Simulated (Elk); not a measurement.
A self-consistent single point of NiO (Fm-3m, 4 atoms in the cell) with Elk.

Method of the run: Elk with PBE, all-electron FP-LAPW, Elk's shipped species files, APW+lo basis with extra local orbitals.

The change in words: lattice scaled by 0.98. Reference geometry:
```xyz
4
Lattice="4.1800 2.0900 2.0900 2.0900 4.1800 2.0900 2.0900 2.0900 4.1800" Properties=species:S:1:pos:R:3 pbc="T T T"
Ni     0.0000     0.0000     0.0000
Ni     4.1800     4.1800     4.1800
O      2.0900     2.0900     2.0900
O      6.2700     6.2700     6.2700
```
Moments meant for the start (each program seeds them in its own way; μB, in the order of the atoms Ni Ni O O): 2.0 -2.0 0.0 0.0.

Reference input (self-consistent single point, DFT, PBE, all-electron FP-LAPW, Elk's shipped species files, APW+lo basis with extra local orbitals): xctype = 20; spinpol = true; rgkmax = 8; swidth = 0.000734986 Ha; ngridk = 6 6 6; reducebf = 0.8; gmaxvr = 14 1/bohr; nxlo = 2; lorbcnd = true; lmaxi = 3; nempty = 10 per atom; maxscl = 100. This run's input differs from it in these lines:

```diff
@@ -40,5 +40,5 @@
 avec
-    4.1800000000    2.0900000000    2.0900000000
-    2.0900000000    4.1800000000    2.0900000000
-    2.0900000000    2.0900000000    4.1800000000
+    4.0964000000    2.0482000000    2.0482000000
+    2.0482000000    4.0964000000    2.0482000000
+    2.0482000000    2.0482000000    4.0964000000
```

Output, abridged:

```
│ Self-consistent loop started │
│ Loop number : 1 │
 total energy                :     -3203.29230836
 total moment                :   0.3100442675E-15
│ Loop number : 2 │
 total energy                :     -3203.38117058
 total moment                :   0.8338551148E-16
RMS change in Kohn-Sham potential (target) :    2.476295065     (  0.1000000000E-05)
Absolute change in total energy (target)   :   0.8886221709E-01 (  0.1000000000E-03)
│ Loop number : 3 │
 total energy                :     -3192.74663140
 total moment                :   0.3415937619E-15
RMS change in Kohn-Sham potential (target) :    1.756503075     (  0.1000000000E-05)
   [... lines left out ...]
│ Loop number : 25 │
 total energy                :     -3192.30059611
 total moment                :   0.2307770235E-15
RMS change in Kohn-Sham potential (target) :   0.1492316315E-05 (  0.1000000000E-05)
Absolute change in total energy (target)   :   0.6849516785E-04 (  0.1000000000E-03)
│ Loop number : 26 │
 total energy                :     -3192.30058131
 total moment                :   0.1249074277E-15
RMS change in Kohn-Sham potential (target) :   0.4289240598E-06 (  0.1000000000E-05)
Absolute change in total energy (target)   :   0.3193200246E-04 (  0.1000000000E-03)
Convergence targets achieved

│ Loop number : 27 │

Energies :
 Fermi                       :     0.314393866751
 xc effective B-field        :    -0.134189983039
 external B-field            :      0.00000000000
 total energy                :     -3192.30058694
 (external B-field energy excluded from total)

Density of states at Fermi energy :   0.1369591145E-06
 (states/Hartree/unit cell)

Estimated indirect band gap :   0.3703278954E-01
 from k-point     19 to k-point     28
Estimated direct band gap   :   0.4843347091E-01
 at k-point     28

Charges :
 core                        :    28.00000000
 valence                     :    44.00000000
 interstitial                :    4.020978948
 muffin-tins (core leakage)
  species :    1 (Ni)
   atom    1                 :    26.70843699     (  0.9002619268E-03)
   [... lines left out ...]

Moments :
 interstitial                :  -0.1853969870E-15
 muffin-tins
  species :    1 (Ni)
   atom    1                 :    1.336141733
   atom    2                 :   -1.336141733
  species :    2 (O)
   atom    1                 :   0.7607863919E-22
   atom    2                 :   0.7607863919E-22
 total in muffin-tins        :   0.1521572784E-21
 total moment                :  -0.1853968348E-15

│ Self-consistent loop stopped │
```

The run converged in 27 iterations. The count includes the last loop, which Elk runs after its targets are met. Against the reference run the gap on the mesh moves little (1.013 to 1.008 eV).

The starting cell has typed, rounded lattice constants, without a prior relaxation at this level. For this run, on top of that: lattice scaled by 0.98. The magnetic order is the one reached from the typed start; others were not searched systematically. Values depend on the basis (sphere radii, cutoffs, local orbitals), which need not be converged.

Cost on one core of a shared machine: roughly 4 min.
